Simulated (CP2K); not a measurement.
Band structure of PbSe (Fm-3m, 2 atoms in the cell).

```xyz
2
Lattice="4.4349 0.0000 0.0000 2.2175 3.8407 0.0000 2.2175 1.2802 3.6211" Properties=species:S:1:pos:R:3 pbc="T T T"
Pb     0.0000     0.0000     0.0000
Se     4.4349     2.5605     1.8105
```

Computed with PBE, GPW, DZVP-MOLOPT-SR-GTH basis, GTH-PBE potentials (GTH_POTENTIALS) (CP2K 2026.2).

Settings: CUTOFF = 400 Ry; REL_CUTOFF = 50 Ry; SMEAR/METHOD = FERMI_DIRAC; ELECTRONIC_TEMPERATURE = 232.09 K; KPOINTS/SCHEME = MONKHORST-PACK 5 5 5; XC_FUNCTIONAL = PBE; Pb/BASIS_SET = DZVP-MOLOPT-SR-GTH-q4; Pb/POTENTIAL = GTH-PBE-q4; Se/BASIS_SET = DZVP-MOLOPT-SR-GTH-q6; Se/POTENTIAL = GTH-PBE-q6; METHOD = GPW; EPS_DEFAULT = 1e-10; EXTRAPOLATION = USE_GUESS; NGRIDS = 4.

The starting cell comes from a database of computed structures (which also holds hypothetical and non-ambient phases and stackings), without a prior relaxation at this level. Its lattice was rescaled by a random factor within 2.5 % of one. Spin-orbit coupling is off. Values carry the incompleteness of an atom-centred basis.

Predict the gap along the standard path and the places of the band edges.

The gap along the path is 0.52 eV, direct at L to within 0.01 eV.

Levels in eV from the top of the valence band on the SCF mesh, bands 2 to 6:
```
point      2      3      4      5     6
-----  -----  -----  -----  -----  ----
Γ      -6.09  -1.17  -1.17  -1.17  4.91
X      -6.96  -4.08  -2.44  -2.44  4.39
W      -7.46  -3.38  -3.38  -0.31  2.24
K      -7.47  -3.71  -2.00  -1.78  3.74
L      -8.11  -0.89  -0.89   0.30  0.82
U      -7.47  -3.71  -2.00  -1.78  3.74
```

Higher empty bands are left out: an atom-centred basis made for the valence describes them poorly.
